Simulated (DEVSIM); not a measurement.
Structure: illuminated Si n-on-p cell, one wavelength, with a back-surface field, at 350 K.

| layer (left to right) | material | thickness (μm) | Nd (cm⁻³) | Na (cm⁻³) | τn (s) | τp (s) | absorption coefficient (cm⁻¹) |
|---|---|---|---|---|---|---|---|
| 1 | Si | 0.110 | 1.9e18 | - | 7.4e-7 | 1.8e-7 | 120 |
| 2 | Si | 34.0 | - | 1.4e16 | 4.1e-6 | 4.1e-6 | 120 |
| 3 | Si | 1.50 | - | 8.6e18 | 4.1e-6 | 4.1e-6 | 120 |

Left contact: ohmic, minority hole recombination velocity 10 cm/s. Right contact: ohmic, minority electron recombination velocity 1000 cm/s. Voltage is applied to the left contact. Recombination: SRH at mid-gap, radiative, Auger. Gap narrowing is on: ΔEg = 6.92 meV × (l + √(l² + 0.5)), l = ln(N/1.3e17 cm⁻³), shared equally by both band edges. Light enters at the left, 9.3e17 photons cm⁻² s⁻¹, one pass, no reflection. Mobility is μmin + (μ − μmin)/(1 + (N/Nref)^α).

The device is made up for the run: typed textbook-type constants, with dimensions and the other settings drawn at random. Values at 300 K; Nc and Nv go as T^1.5, mobilities as T to minus their exponent, the gap by Varshni's rule with the affinity fixed.

```csv
parameter,Si
gap (eV),1.124
affinity (eV),4.05
permittivity,11.7
Nc (cm⁻³),2.86e19
Nv (cm⁻³),3.1e19
μn (cm²/Vs),1417
μp (cm²/Vs),470
"μn,min",52
"μp,min",45
"Nref,n",9.7e16
"Nref,p",2.2e17
αn,0.68
αp,0.72
T exponent of μn,2.3
T exponent of μp,2.2
B (cm³/s),4.7e-15
Cn (cm⁶/s),2.8e-31
Cp (cm⁶/s),9.9e-32
Varshni α (eV/K),0.000473
Varshni β (K),636
```

DEVSIM, 1D drift-diffusion, Boltzmann statistics, complete ionisation; no tunnelling, impact ionisation, image-force lowering or self-heating.

The thickness of layer 1 was swept, all else fixed.

```json
[
 {"thickness of layer 1 (μm)": "0.022", "largest power (mW/cm²)": "20.6", "short-circuit current (mA/cm²)": "49.7"},
 {"thickness of layer 1 (μm)": "0.038", "largest power (mW/cm²)": "20.6", "short-circuit current (mA/cm²)": "49.8"},
 {"thickness of layer 1 (μm)": "0.066", "largest power (mW/cm²)": "20.6", "short-circuit current (mA/cm²)": "49.8"},
 {"thickness of layer 1 (μm)": "0.11", "largest power (mW/cm²)": "20.6", "short-circuit current (mA/cm²)": "49.9"},
 {"thickness of layer 1 (μm)": "0.19", "largest power (mW/cm²)": "20.6", "short-circuit current (mA/cm²)": "49.9"},
 {"thickness of layer 1 (μm)": "0.33", "largest power (mW/cm²)": "20.7", "short-circuit current (mA/cm²)": "50.1"},
 {"thickness of layer 1 (μm)": "0.55", "largest power (mW/cm²)": "20.8", "short-circuit current (mA/cm²)": "50.4"}
]
```

From the first row to the last the largest power goes from 20.6 to 20.8. From the first row to the last the short-circuit current goes from 49.7 to 50.4.
